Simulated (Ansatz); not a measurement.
Here is the system:

```
ZnSiP2
1.0
   -2.63639     2.63639     5.14425
    2.63639    -2.63639     5.14425
    2.63639     2.63639    -5.14425
Zn Si P
2 2 4
Cartesian
  0.00000   0.00000   0.00000
  0.00000   2.63639   2.57212
  0.00000   0.00000   5.14425
  2.63639   0.00000   2.57212
  1.24867   1.31819   6.43031
  1.31819  -1.24867   3.85819
  1.38771   1.31819   1.28606
  1.31819   3.88506  -1.28606
```

No spin polarisation.

Calculations: Ansatz (an electronic-structure program), PBEsol, PAW, cutoff 420 eV, no SOC. Γ-centred 9×9×9 mesh, Fermi–Dirac width 0.05 eV.

**Question.** Predict the gap character.

**Answer.** Direct at Γ.

**Question.** Predict the pressure (mean of the normal stresses, compression positive).

**Answer.** 4.65 GPa.

**Question.** What hole mass does the calculation give?

**Answer.** 0.18 mₑ along c, 0.35 mₑ across (at Γ).

The cells carry an imposed strain or load. Masses are band curvatures over ±0.01 Å⁻¹ around the edge. No phonon test of stability was made. The cell was made from ZnSiP₂ in the chalcopyrite structure (space group I-42d, No. 122) by this change: isotropic strain −1.50 %.
